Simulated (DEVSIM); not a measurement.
System: isotype n-n heterojunction GaP/Si, at 350 K.

```csv
layer (left to right),material,thickness (μm),Nd (cm⁻³),τn (s),τp (s)
1,GaP,0.100,2.3e16,1.9e-7,1.9e-7
2,Si,0.210,2.1e15,1.9e-7,1.9e-7
```

Left contact: ohmic. Right contact: ohmic. Voltage is applied to the left contact. Recombination: SRH at mid-gap, radiative, Auger. Mobility is constant in doping.

This is a model device: material constants are rounded textbook-type values typed into the input, and sizes, dopings and lifetimes were drawn at random. Values at 300 K; Nc and Nv go as T^1.5, mobilities as T to minus their exponent, the gap by Varshni's rule with the affinity fixed.

| parameter | GaP | Si |
|---|---|---|
| gap (eV) | 2.26 | 1.124 |
| affinity (eV) | 3.8 | 4.05 |
| permittivity | 11.1 | 11.7 |
| Nc (cm⁻³) | 1.8e19 | 2.86e19 |
| Nv (cm⁻³) | 1.9e19 | 3.1e19 |
| μn (cm²/Vs) | 250 | 1417 |
| μp (cm²/Vs) | 150 | 470 |
| T exponent of μn | 1.6 | 2.3 |
| T exponent of μp | 1.98 | 2.2 |
| B (cm³/s) | 1e-13 | 4.7e-15 |
| Cn (cm⁶/s) | 1e-30 | 2.8e-31 |
| Cp (cm⁶/s) | 1e-30 | 9.9e-32 |
| Varshni α (eV/K) | 0.00058 | 0.000473 |
| Varshni β (K) | 372 | 636 |

Simulated with DEVSIM: 1D drift-diffusion, Boltzmann statistics, complete ionisation; no tunnelling, impact ionisation, image-force lowering or self-heating. Band offsets follow the typed affinities; no thermionic-emission limit at abrupt steps, no polarisation charge.

The temperature was swept, all else fixed.

| temperature (K) | dark forward voltage at 100 A/cm² (V) | potential step across the device at zero bias (V) |
|---|---|---|
| 250 | 0.980 | 0.312 |
| 300 | 0.463 | 0.324 |
| 350 | 0.231 | 0.336 |
| 400 | 0.118 | 0.348 |
| 450 | 0.075 | 0.361 |
| 500 | 0.055 | 0.372 |

From the first row to the last the dark forward voltage at 100 A/cm² goes from 0.980 to 0.055. From the first row to the last the potential step across the device at zero bias goes from 0.312 to 0.372.
